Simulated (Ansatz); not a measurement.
System: interstitial Li in anatase TiO2 (charge state +1). The step: Li moves alone to another site; the atom moves 3.08 Å along (0.00, -0.50, 0.25) of the unit cell; the moving atom starts with neighbours 4 O at 1.88 Å and ends with 4 O at 1.88 Å. A PBE band in Ansatz (plane-wave PAW, the Γ point alone, 108 host sites, 32 SCF runs with any check of the saddle's order, static, no finite-size correction) gives a forward barrier of 0.55 eV. The saddle point's order was not checked, and it lies on a symmetry element of the cell, where a band can be held. The charge state is imposed; whether it is stable for some Fermi level was not computed. Sites that were not tried may lie lower.

Single points at the band's start and saddle point can refine it. Rough cost of one point, in units of the band's mean SCF on the same machine:

```
Level                                             Cost of one point
------------------------------------------------  -----------------
PBE, a 2×2×2 k-point mesh shifted by half a step            about 7
r2SCAN at 500 eV, the Γ point alone                         about 2
```

Which of these move the barrier by more than 0.1 eV, and how far does each move it?

Not one does. PBE, a 2×2×2 k-point mesh shifted by half a step: -0.03 eV; r2SCAN at 500 eV, the Γ point alone: +0.04 eV. Each functional is compared with PBE at the same k-points.

Ansatz is a quantum-chemistry and plane-wave program.
